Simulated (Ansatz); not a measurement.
A self-consistent single point of a (110) slab of ScAl (cut from a parent of space group no. 221; 8 atoms in the cell) with Ansatz (an electronic-structure program).

Level of theory: PBEsol, default PAW files made with PBE (plane waves; Ansatz).

```
CELL_PARAMETERS angstrom
      3.38046     0.00000     0.00000
      0.00000     4.78069     0.00000
      0.00000     0.00000    21.17099
ATOMIC_POSITIONS crystal
  Sc 0.50000 0.50000 0.33064
  Al 0.00000 0.00000 0.33064
  Sc 0.50000 0.00000 0.44355
  Al 0.00000 0.50000 0.44355
  Sc 0.50000 0.50000 0.55645
  Al 0.00000 0.00000 0.55645
  Sc 0.50000 0.00000 0.66936
  Al 0.00000 0.50000 0.66936
```

Reference input (self-consistent single point, DFT, PBEsol, plane waves, default PAW files made with PBE): basis.ecutwfc = 420 eV; kpoints.mp_grid.grid = 9 6 1; hamiltonian.xc = pbesol; hamiltonian.pseudopotentials = {kind: paw} (the program's default PAW files); scf.occupations.method = fermi_dirac; scf.occupations.width = 0.1 eV. This run's input differs from it in these lines:

Ansatz 0.2 input:
```diff
@@ -16,3 +16,3 @@
 basis:
-  ecutwfc: 420.0
+  ecutwfc: 210.0
 kpoints:
```

The program printed (abridged):

```
SCF iter   1: F=—  HF=-10537.047628 eV  |F-HF|=—  |Δ(HF+E_count)|=         —  Δρ=1.89e-2  dr2=5.68e-1  ethr=1.77e-3  ⟨swp⟩=7.0  Hψ=3278  notcnv=0
all-band conjugate gradients solve this SCF's bands
preconditioner: auto → LDOS
SCF iter   2: F=—  HF=-10536.835944 eV  |F-HF|=—  |Δ(HF+E_count)|=   2.12e-1  Δρ=9.34e-3  dr2=2.66e-1  ethr=1.01e-3  ⟨swp⟩=3.2  Hψ=1688  notcnv=0
   [... lines left out ...]
SCF iter   5: F=—  HF=-10536.761603 eV  |F-HF|=—  |Δ(HF+E_count)|=   3.91e-5  Δρ=1.24e-4  dr2=6.09e-5  ethr=1.62e-6  ⟨swp⟩=2.4  Hψ=1022  notcnv=0
SCF iter   6: F=—  HF=-10536.762251 eV  |F-HF|=—  |Δ(HF+E_count)|=   6.48e-4  Δρ=5.37e-5  dr2=1.03e-5  ethr=1.09e-7  ⟨swp⟩=2.0  Hψ=1116  notcnv=0
SCF iter   7: F=—  HF=-10536.762248 eV  |F-HF|=—  |Δ(HF+E_count)|=   2.25e-6  Δρ=1.25e-5  dr2=5.06e-7  ethr=1.84e-8  ⟨swp⟩=2.0  Hψ=1190  notcnv=0
SCF iter   8: F=-10536.762250 eV  HF=-10536.762250 eV  |F-HF|=6.48e-8  |Δ(HF+E_count)|=   1.50e-6  Δρ=3.01e-6  dr2=3.02e-8  ethr=1.79e-10  ⟨swp⟩=9.4  Hψ=3427  notcnv=0
SCF 1 converged in 8 iterations: F = -10536.762250 eV  dr2 = 3.02e-8
Free energy (F): -10536.762250 eV
Internal energy: -10536.558658 eV  (E = F + TS)
E sigma→0 (E₀):  -10536.660454 eV
Entropy (-TS):   -0.203592 eV (-25.449 meV/atom)
Fermi energy:    2.146266 eV
--- Forces (eV/Å), atoms counted from 1 ---
  atom   1  Sc     0.00000000    -0.00000000    -0.03262469
  atom   2  Al     0.00000000    -0.00000000    -0.08261929
  atom   3  Sc     0.00000000     0.00000000     0.27746045
  atom   4  Al     0.00000000    -0.00000000    -0.08459301
  atom   5  Sc     0.00000000    -0.00000000    -0.27746045
  atom   6  Al     0.00000000     0.00000000     0.08459301
  atom   7  Sc     0.00000000     0.00000000     0.03262469
  atom   8  Al     0.00000000     0.00000000     0.08261929
--- Stress (GPa, compression-positive) ---
       -0.920119       0.000000      -0.000000
        0.000000      -1.502884      -0.000000
       -0.000000      -0.000000       0.166758
  P = ⅓ Tr σ = -0.7521 GPa (-7.521 kbar)
  The stress holds the Pulay correction. Without it, at fixed plane waves, as pw.x and ABINIT print it: P = -18.6694 GPa
```

The run converged in 8 iterations. Against the reference run the free energy goes up by 964 meV/atom and the largest force goes from 0.260 to 0.277 eV/Å.

The starting cell comes from a database of computed structures (which also holds hypothetical and non-ambient phases and stackings), without a prior relaxation at this level. The slab is cut from that crystal, and its faces are unrelaxed. Its lattice was rescaled by up to half a per cent. The cutoff lies below the one recommended for these files.
